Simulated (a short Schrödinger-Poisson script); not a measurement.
Structure: symmetric double-gate stack, SiO2 on p-type Si(111), at 77 K.

| layer | material | thickness (nm) | Na (cm⁻³) |
|---|---|---|---|
| 1 | SiO2 | 3.9 | - |
| 2 | Si | 14 | 6e15 |
| 3 | SiO2 | 3.9 | - |

The device is made up for the run: typed textbook-type constants, with dimensions and the other settings drawn at random. SiO2: permittivity 3.9, conduction-band edge (eV) 3.15, gap (eV) 9, electron mass (mₑ) 0.5. Si: permittivity 11.7, conduction-band edge (eV) 0, gap (eV) 1.124, Nv at 300 K (cm⁻³) 3.1e19.

Channel valleys (confinement mass, in-plane density-of-states mass, number): Δ6 0.258, 0.358, 6. At the gates, both at one voltage, the conduction-band edge of layer 1 lies 3.19 eV − eVg above the Fermi level of the channel. Gaps are held at their typed values at every temperature. Mesh 0.03 nm at interfaces.

From a short Schrödinger-Poisson script (our own, NumPy): 1D Poisson equation in equilibrium, electrons quantum, Hartree (BenDaniel-Duke, 12 states a valley, the channel's in-plane mass for all, wave functions ending at the dielectric), parabolic valleys, classical holes, full ionisation, no traps, pinning or gate leakage.

Question: List the lowest subbands of each valley and their electrons at Vg = 2.25 V.

Answer: 
```
valley  subband  energy from the Fermi level (meV)  electrons (cm⁻²)  share (%)
------  -------  ---------------------------------  ----------------  ---------
Δ6            0                              -10.9           1.08e13       52.0
Δ6            1                               -9.8           1.00e13       48.0
Δ6            2                               48.7            3.89e9        0.0
```

All electrons: 2.08e13 cm⁻².
